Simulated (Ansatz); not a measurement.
Base system: CuCl in the wurtzite structure (space group P6_3mc, No. 186; a = 3.7164 Å, c = 6.1840 Å).

Modification: cell and atoms relaxed at a pressure of 5 GPa.

Levels (all Ansatz, an electronic-structure program, PAW): PBEsol (420 eV, no SOC); HSE06 (420 eV, no spin-orbit coupling).

The geometry is relaxed with PBEsol.

- PBEsol band gap: 0.77 eV

Question: What does HSE06 give at this geometry for the band gap?

Answer: The band gap rises by 1.86 eV (0.77 eV → 2.63 eV).

Single points use the geometry relaxed with PBEsol. Load acts through the strain it causes; cell and atoms are relaxed under it. Whether these cells are dynamically stable was not tested. Tetrahedral semiconductors of this kind turn to denser phases somewhere between about 1 and 50 GPa; those were not computed, so compressed cells here can lie past the real transition. No Hubbard U is applied. All final runs are without spin polarisation. This is not the structure that CuCl has at room temperature and ambient pressure.
